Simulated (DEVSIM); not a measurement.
System: Schottky contact on n-type β-Ga2O3, at 350 K.

Layer 1 from the left is β-Ga2O3, thickness (μm) 7.70, Nd (cm⁻³) 2e17, τn (s) 1.3e-9, τp (s) 1.3e-9. Layer 2 from the left is β-Ga2O3, thickness (μm) 3.40, Nd (cm⁻³) 1.5e18, τn (s) 1.3e-9, τp (s) 1.3e-9.

Left contact: Schottky, work function 5.4 eV, emission velocity 7.5e6 cm/s. Right contact: ohmic. Voltage is applied to the left contact. Recombination: SRH at mid-gap, radiative. Mobility is μmin + (μ − μmin)/(1 + (N/Nref)^α).

The device is made up for the run: typed textbook-type constants, with dimensions and the other settings drawn at random. Values at 300 K; Nc and Nv go as T^1.5, mobilities as T to minus their exponent, the gap by Varshni's rule with the affinity fixed.

β-Ga2O3: gap (eV) 4.8, affinity (eV) 4, permittivity 10, Nc (cm⁻³) 3.7e18, Nv (cm⁻³) 5e20, μn (cm²/Vs) 160, μp (cm²/Vs) 1, μn,min 20, μp,min 0.1, Nref,n 1e18, Nref,p 1e18, αn 0.8, αp 0.8, T exponent of μn 1.8, T exponent of μp 1.5, B (cm³/s) 1e-12, Varshni α (eV/K) 0.0004, Varshni β (K) 600.

Model (solved in DEVSIM): 1D drift-diffusion, Boltzmann statistics, complete ionisation; no tunnelling, impact ionisation, image-force lowering or self-heating. Metal contacts follow the ideal Schottky-Mott rule: no Fermi-level pinning, no interface dipoles.

Dark forward current:

| |V| (V) | |J| (A/cm²) |
|---|---|
| 0.05 | 1.312e-13 |
| 0.10 | 8.164e-13 |
| 0.15 | 4.394e-12 |
| 0.20 | 2.307e-11 |
| 0.25 | 1.206e-10 |
| 0.30 | 6.292e-10 |
| 0.35 | 3.282e-9 |
| 0.40 | 1.711e-8 |
| 0.45 | 8.912e-8 |
| 0.50 | 4.640e-7 |
| 0.55 | 2.414e-6 |
| 0.60 | 1.255e-5 |
| 0.65 | 6.514e-5 |
| 0.70 | 0.0003378 |
| 0.75 | 0.001749 |
| 0.80 | 0.009033 |
| 0.85 | 0.04653 |
| 0.90 | 0.2385 |
| 0.95 | 1.209 |
| 1.00 | 5.892 |
| 1.05 | 25.13 |
| 1.10 | 79.00 |
| 1.15 | 174.1 |
| 1.20 | 298.5 |
| 1.25 | 440.7 |
| 1.30 | 593.7 |

Q: Work out the local ideality factor n = ΔV / (kT/q · ln(J2/J1)) between the rows 0.15 and 0.20 V, 1.25 and 1.30 V.

A: kT/q = 30.16 mV. From 0.15 to 0.20 V: ln(2.307e-11/4.394e-12) = 1.658, n = 1.00, near the 1 of diffusion or emission over a barrier. From 1.25 to 1.30 V: ln(593.7/440.7) = 0.298, n = 5.56; the layers' resistance at their doping, Σ W/(qμN) = 0.00027 Ω cm², would take 41 mV of this step of 50 mV.

Q: Estimate the current at 0.55 V for emission alone, J0 = q v N_band exp(−φB/kT), and read the barrier back from the simulated current.

A: φB = 1.400 eV, N_band = 4.66e18 cm⁻³, J0 = 3.88e-14 A/cm²; J = J0 (exp(qV/kT) − 1) = 3.23e-6 A/cm². The simulation gives 2.41e-6 A/cm²; the estimate lies 34 % above. Read backwards, the simulated current gives an apparent barrier of 1.409 eV. The estimate leaves out transport through the depletion region and minority injection.
